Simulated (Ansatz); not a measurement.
Defect migration in rutile SnO2: interstitial Cu, charge state +1. The step: Cu moves alone to another site; the atom moves 3.42 Å along (-0.50, -0.50, 0.00) of the unit cell; the moving atom starts with neighbours 2 O at 1.89, 2 O at 2.37, 2 O at 2.38 Å and ends with 2 O at 1.89, 4 O at 2.37 Å. DFT values are from Ansatz (plane-wave PAW, 420 eV unless said) in a cell of 72 host sites, spin-restricted, static, with no finite-size correction. The charge state is imposed; whether it is stable for some Fermi level was not computed. Sites that were not tried may lie lower. For the PBE band: the saddle point's order was not checked, and it lies on a symmetry element of the cell, where a band can be held.

```tsv
Level	Forward barrier (eV)	Cost of the band or of the saddle's single point
PBE, one k-point at (0.250, 0.250, 0.250), band relaxed	1.50	very roughly 110 core-minutes
PBE, a 2×2×2 k-point mesh shifted by half a step, same geometries	1.47	about 4 core-minutes (a rough figure)
r2SCAN at 500 eV, one k-point at (0.250, 0.250, 0.250), same geometries	[?]	about 2.7 core-minutes (a rough figure)
```

Task: Fill in the missing entries.

Result: 
- r2SCAN at 500 eV, one k-point at (0.250, 0.250, 0.250), same geometries, Forward barrier (eV): 1.40

Ansatz is a program for electronic structure.
